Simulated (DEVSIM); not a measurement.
System: Ni/SiO2/p-Si capacitor, at 300 K.

| layer (left to right) | material | thickness (nm) | Na (cm⁻³) |
|---|---|---|---|
| 1 | SiO2 | 8.70 | - |
| 2 | Si | 11000 | 5.2e15 |

Metal gate on the left, work function 5.1 eV. Fixed charge at the semiconductor interface 3.5e10 cm⁻² (in units of +e); no interface traps.

This is a model device: material constants are rounded textbook-type values typed into the input, and sizes, dopings and lifetimes were drawn at random. Values at 300 K.

| parameter | SiO2 | Si |
|---|---|---|
| gap (eV) | 9 | 1.124 |
| affinity (eV) | 0.9 | 4.05 |
| permittivity | 3.9 | 11.7 |
| Nc (cm⁻³) | - | 2.86e19 |
| Nv (cm⁻³) | - | 3.1e19 |

DEVSIM, 1D Poisson equation in equilibrium, Boltzmann statistics, complete ionisation; no quantum confinement or tunnelling. Metal contacts follow the ideal Schottky-Mott rule: no Fermi-level pinning, no interface dipoles.

Task: Tabulate band edges, carrier densities and field at 0.6 V on the gate.

Result: Energies count from the Fermi level of the right contact; mesh points crowd at the junctions.

```csv
x (μm),Ec (eV),Ev (eV),n (cm⁻³),p (cm⁻³),field (V/cm)
0.000,3.600,-5.400,< 1e2,< 1e2,57000
0.001440,3.608,-5.392,< 1e2,< 1e2,57000
0.004318,3.625,-5.375,< 1e2,< 1e2,57000
0.007089,3.641,-5.359,< 1e2,< 1e2,57000
0.009011,0.501,-0.623,1.1e11,1.0e9,24000
0.01109,0.506,-0.618,9.1e10,1.3e9,24000
0.01611,0.518,-0.606,5.7e10,2.0e9,24000
0.03658,0.565,-0.559,9.2e9,1.3e10,22000
0.07763,0.650,-0.474,3.5e8,3.3e11,19000
0.1826,0.805,-0.319,870000,1.3e14,11000
0.4301,0.897,-0.227,24000,4.8e15,380
1.391,0.899,-0.225,22000,5.2e15,≈ 0
3.463,0.899,-0.225,22000,5.2e15,≈ 0
7.347,0.899,-0.225,22000,5.2e15,≈ 0
9.891,0.899,-0.225,22000,5.2e15,≈ 0
10.56,0.899,-0.225,22000,5.2e15,≈ 0
10.82,0.899,-0.225,22000,5.2e15,≈ 0
10.94,0.899,-0.225,22000,5.2e15,≈ 0
10.99,0.899,-0.225,22000,5.2e15,≈ 0
11.00,0.899,-0.225,22000,5.2e15,≈ 0
11.01,0.899,-0.225,22000,5.2e15,≈ 0
11.01,0.899,-0.225,22000,5.2e15,≈ 0
```
